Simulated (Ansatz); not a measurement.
CsCl-type CoAl was calculated with r²SCAN (Ansatz, a first-principles code, PAW).

Run with plane-wave cutoff 600 eV, 22×22×22 k mesh, Fermi–Dirac smearing 0.041 eV (set by the program), no spin polarisation, scalar-relativistic PAW data made under PBE.

The cell has the measured lattice: a = 2.861 Å, b = 2.861 Å, c = 2.861 Å, α = 90.00°, β = 90.00°, γ = 90.00°.

What does this level give for the Voigt–Reuss–Hill bulk modulus, Young modulus, polycrystal shear modulus (Hill average), elastic constant C12, Poisson ratio, elastic constant C11 and elastic constant C44?


- Voigt–Reuss–Hill bulk modulus = 167 GPa
- Young modulus = 300 GPa
- polycrystal shear modulus (Hill average) = 125 GPa
- elastic constant C12 = 101 GPa
- Poisson ratio = 0.201
- elastic constant C11 = 299 GPa
- elastic constant C44 = 146 GPa

Note: the cell isn't this level's own, so it is under some stress, which shifts stiffness and frequencies.

Elastic constants are with the ions relaxed.

Static lattice: no zero-point or thermal effects.

Cost on a shared machine: roughly 6 core-minutes.
